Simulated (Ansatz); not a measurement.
For zinc-blende PbTe (model structure), PBEsol (Ansatz, a first-principles code, plane waves, PAW) gives:

| Property | Value |
|---|---|
| equilibrium lattice constant a | 7.207 Å |
| formation enthalpy | -0.084 eV/atom |

What does r²SCAN (Ansatz, plane waves, PAW) give for the same quantities?


- lattice constant a: 7.284 Å (grows by 1.1 %)
- formation enthalpy: -0.256 eV/atom (moves by -0.172 eV/atom)

Changes are worked out from the printed values.

Unless a cell is named, each level is at its own relaxed cell (PBEsol 46.78, r²SCAN 48.31 Å³/atom).

Levels without +SOC leave out spin–orbit coupling, which shifts energies and cells of such heavy elements.

Ansatz's density-functional and Hartree–Fock values are scalar-relativistic unless marked +SOC, with PAW data made under PBE.

A model structure was made by putting elements into a prototype or built by hand; it is no filed structure, need not be a known phase, and can be a saddle point held by its symmetry.
